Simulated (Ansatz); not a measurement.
```yaml
crystal:
  lattice:
    - [3.85377, 0.00000, 0.00000]
    - [-1.28459, 3.63337, 0.00000]
    - [0.00000, 0.00000, 15.00000]
  atoms:
    - { symbol: Eu, position: [0.25000, 0.25000, 0.50000] }
```

Spin-polarised, with starting moments of sign Eu+.

All numbers come from Ansatz (an electronic-structure program) r2SCAN, no spin-orbit coupling, earlier PAW set. Settings: 13×13×1 k-points, 0.05 eV Fermi–Dirac smearing. The cell is a slab with vacuum along z.

What is the computed largest site moment?

7.35 μB.

What band gap does the calculation give?

Zero.

Other magnetic orders, which the real material may have, were not ruled out. The state of the 4f shell was not checked for lower solutions. No phonon test of stability was made. The cell was made from Eu in the bcc (W type) structure (space group Im-3m, No. 229; ferromagnetic) by this change: a free-standing slab of 1 layer (1 atom, 1 a layer) is cut normal to [110], with 15 Å of vacuum and the in-plane cell held at bulk; forces were under the threshold from the start, so the atoms kept their bulk positions.
